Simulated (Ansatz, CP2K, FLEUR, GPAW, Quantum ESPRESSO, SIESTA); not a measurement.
**One structure in several programs: CaMg2 (P-3m1, 6 atoms in the cell)**

Self-consistent single point, at a second geometry (lattice scaled by 0.98). First geometry:

```
CELL_PARAMETERS angstrom
      3.44507     0.00000     0.00000
     -1.72253     2.98352     0.00000
      0.00000     0.00000    16.88730
ATOMIC_POSITIONS crystal
  Ca 0.66667 0.33333 0.09557
  Ca 0.33333 0.66667 0.90443
  Mg 0.33333 0.66667 0.26599
  Mg 0.66667 0.33333 0.73401
  Mg 0.66667 0.33333 0.42201
  Mg 0.33333 0.66667 0.57799
```

Shared settings, as Ansatz (an electronic-structure program) writes them: kpoints.mp_grid.grid = 8 8 2; scf.occupations.method = gaussian; scf.occupations.width = 0.0073 Ry. Potentials and cutoffs stand in the table.

```tsv
code	model	ΔF from the first geometry (meV/atom)	pressure (GPa)	largest force (eV/Å)	cutoff
Quantum ESPRESSO	LDA (PZ), GBRV 1.5 ultrasoft (LDA) pseudopotentials	-12.3	-0.44	0.133	40 Ry
SIESTA	LDA PW92, numerical atomic orbitals DZP, PseudoDojo LDA standard norm-conserving potentials (rewritten from UPF to PSML)	35.9	4.74	0.423	grid 400 Ry
FLEUR	LDA (Perdew-Zunger), all-electron FLAPW (FLEUR), scalar-relativistic valence	–	–	0.132	Kmax 3.8 1/bohr
GPAW	LDA (Perdew-Wang 92), GPAW PAW datasets LDA (gpaw-data 1.0.1)	-11.1	-0.32	0.137	850 eV
Ansatz	LDA (PW92), PAW files made with PBE	-12.3	-0.44	0.132	default
CP2K	LDA (Pade form), GPW, DZVP-MOLOPT-SR-GTH basis, GTH-PADE potentials (GTH_POTENTIALS)	-2.4	0.67	0.183	grid 1000 Ry
```

Size of the force on each atom (eV/Å): Sizes of forces hide their directions.

| code | Ca1 | Ca2 | Mg3 | Mg4 | Mg5 | Mg6 |
|---|---|---|---|---|---|---|
| Quantum ESPRESSO | 0.133 | 0.133 | 0.094 | 0.094 | 0.046 | 0.046 |
| SIESTA | 0.423 | 0.423 | 0.414 | 0.414 | 0.044 | 0.044 |
| FLEUR | 0.132 | 0.132 | 0.096 | 0.096 | 0.046 | 0.046 |
| GPAW | 0.137 | 0.137 | 0.102 | 0.102 | 0.044 | 0.044 |
| Ansatz | 0.132 | 0.132 | 0.095 | 0.095 | 0.046 | 0.046 |
| CP2K | 0.183 | 0.183 | 0.135 | 0.135 | 0.139 | 0.139 |

A dash marks a value that a program does not give, or that is left out as unsure.

The spread over the programs that give each value: ΔF from the first geometry within 48.2 meV/atom; pressure within 5.18 GPa; largest force within 0.291 eV/Å.

SIESTA and CP2K use small atom-centred bases, whose incompleteness enters pressures, forces and empty levels differently from a plane-wave cutoff. FLEUR treats all electrons, but the usual bases taken here (sphere radii, linearisation, local orbitals, empty states) were not tested for convergence, so the values are no reference for the others. Ansatz's pressure is given at a fixed set of plane waves, as the other plane-wave codes print theirs. The same LDA comes in different parametrisations, which differ slightly. In the pressure, SIESTA (by 5.18) and CP2K (by 1.11) lie more than 1 GPa from the median of the plane-wave programs. In the force vectors, SIESTA (by 0.319) and CP2K (by 0.230) lie more than 0.08 eV/Å from the median of the plane-wave programs.

The starting cell comes from a database of computed structures (which also holds hypothetical and non-ambient phases and stackings), without a prior relaxation at this level. For this run, on top of that: lattice scaled by 0.98.

Left out of this page: ABINIT (with a known weakness of the program).

Keys are those of Ansatz 0.2.
